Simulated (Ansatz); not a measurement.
**H2O on the (000-1) surface of 4H silicon carbide (H on every top atom; a constructed slab, bottom: 1 H on 1 bottom sites), one in a cell of 33 Å², started at the site 'top H'**

Host crystal: 4H silicon carbide, with a band gap (PBE, scalar-relativistic without spin-orbit coupling).

All values below come from HSE06, at the PBE geometry (plane waves to 420 eV, PAW; Ansatz, a first-principles code).

Slab: 43 atoms, 10.8 Å thick at the start with caps and adatoms under the adsorbate (thin: gaps and levels are the slab's own); k 3x3x1, smearing 0.01 eV, dipole-corrected; single point; no symmetry held, on the structure that PBE left; no spin, no spin-orbit, no U, no dispersion correction. At the end no host atom lies within bonding distance. In PBE it is, or lies within 0.03 eV of, the lowest of the starts that converged; the order may differ at this level.

```yaml
adsorption energy against H2O(g) at the same level: -44 meV
gap_of_the_slab_on_its_k_mesh: 3.27 eV
highest_filled_level_below_the_top_vacuum_level: 4.61 eV
change_of_the_step_from_the_bottom_to_the_top_vacuum_level_against_the_clean_slab: 0.051 eV
height of the binding atom over the mean of the host atoms within 0.3 Å of the top one: 2.764 Å
nearest_host_atoms_of_the_binding_atom: H at 2.80 Å, H at 3.84 Å, C at 3.90 Å
cost: about 30 core-minutes (a rough figure)
```

A negative adsorption energy means that the adsorbate is more stable on the surface than in its reference.
